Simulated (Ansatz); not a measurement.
Effect of pressure 22.5 GPa on GaAs

The reference is GaAs in the zinc blende structure (space group F-43m, No. 216; a = 5.666 Å).

One thing is altered: cell and atoms relaxed at a pressure of 22.5 GPa.

Method: plane-wave PAW DFT at the r2SCAN level (Ansatz, an electronic-structure program, 500 eV), no spin-orbit coupling, earlier PAW set. Settings: 10×10×10 k-points, 0.05 eV Fermi–Dirac smearing.

The volume per atom shrinks by 4.09 Å³, from 22.73 Å³ to 18.64 Å³ and the density grows by 1.16 g/cm³, from 5.28 g/cm³ to 6.44 g/cm³. The lattice parameter a falls by 36.3 pm, from 566.6 pm to 530.3 pm and the shortest interatomic distance falls by 15.7 pm to 229.6 pm. The enthalpy H = E + PV relative to the base's energy amounts to +2.86 eV/atom and the band gap grows by 0.37 eV, from 0.97 eV to 1.34 eV. The gap character changes from direct at Γ to indirect, Γ → X and the smallest direct gap rises by 1.68 eV (0.97 eV → 2.65 eV). The width of the top valence band grows by 1.08 eV, from 3.40 eV to 4.48 eV and the hole mass (degenerate bands, along [100]) changes from 0.051, 0.34, 0.34 mₑ (at Γ) to 0.11, 0.27, 0.27 mₑ (at Γ). The valley order (the lowest conduction-band minima on the path, energy above the VBM, named in the base's zone) becomes a point along ⟨100⟩, about 1.0 Å⁻¹ from Γ 1.34 eV; L along ⟨111⟩ 2.00 eV; Γ 2.65 eV (base: Γ 0.97 eV; L along ⟨111⟩ 1.36 eV; a point along ⟨100⟩, about 1.0 Å⁻¹ from Γ 1.72 eV).

Load acts through the strain it causes; cell and atoms are relaxed under it. Masses are band curvatures over ±0.01 Å⁻¹ around the edge. Whether these cells are dynamically stable was not tested. Measured, GaAs leaves this structure (for a Cmcm phase) near 15 GPa (room temperature; as listed in arXiv:1906.07825).
